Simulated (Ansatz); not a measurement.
**By hand: reaction energy**

Consider the reaction energy. Reaction: Ge (diamond) + SnCl2 (gas) → Sn (white tin) + GeCl2 (gas). Negative: the products are lower in energy.

Method: Ansatz (a quantum-chemistry and plane-wave program), PAW, neutral cells at 0 K with nuclei at rest, on structures from PBE. Ansatz runs with its PAW set soft_1. Other levels take these structures. The lattices are those relaxed with PBE, so at other levels the solids can be strained, which adds to the spread. A dispersion term (D3(BJ), or D4 for r2SCAN) was computed beside these levels and is taken off wherever the name lacks it. Spin-orbit coupling is left out.

Total energies of the cells in eV, at zero smearing width. They compare only within one column; the weights balance every element.

| cell | atoms | weight | PBE | PBEsol |
|---|---|---|---|---|
| Sn (white tin) | 2 | +1 | -12048.49725 | -11899.67611 |
| Ge (diamond) | 2 | −1 | -8589.97761 | -8506.98482 |
| GeCl2 (gas) | 3 | +2 | -6455.87547 | -6376.67008 |
| SnCl2 (gas) | 3 | −2 | -8185.49957 | -8073.30900 |

PBE: (-12048.49725) − (-8589.97761) + 2 × (-6455.87547) − 2 × (-8185.49957) = 0.729 eV; dividing by 2 gives 0.36 eV.

PBEsol: (-11899.67611) − (-8506.98482) + 2 × (-6376.67008) − 2 × (-8073.30900) = 0.587 eV; dividing by 2 gives 0.29 eV.

What follows from the PBE value: Per mole of the reaction as written, 0.364 eV × 96.485 = 35.1 kJ.
